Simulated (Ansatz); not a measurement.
For Ta₂O₅ (Pbam, No. 55, 14 atoms in the cell; start mp-1104837), PBEsol (Ansatz, a first-principles code, PAW) gives:

```
Property               Result
---------------  ------------
cohesive energy  7.85 eV/atom
band gap              2.17 eV
```

Task: What does r²SCAN (PAW; Ansatz) give for the same quantities?

Result: 
- cohesive energy: 7.37 eV/atom (falls by 0.48 eV/atom)
- band gap: 2.69 eV (rises by 0.52 eV)

Changes are worked out from the printed values.

Unless a cell is named, each level is at its own relaxed cell (PBEsol 12.28, r²SCAN 12.31 Å³/atom).

Levels without +SOC leave out spin–orbit coupling, which shifts energies and cells of such heavy elements.

Spin–orbit coupling is included only where a level's name says +SOC; with heavier elements it mostly lowers gaps and can invert bands. Density-functional gaps are differences of (generalised) Kohn–Sham levels.

Caveats: the relaxation could not lower the start's symmetry, so the cell can be a saddle point above a distorted one (PBEsol, r²SCAN). Ansatz's density-functional and Hartree–Fock values are scalar-relativistic unless marked +SOC, with PAW data made under PBE.

A start named mp-… is a Materials Project structure, which need not be a measured phase.
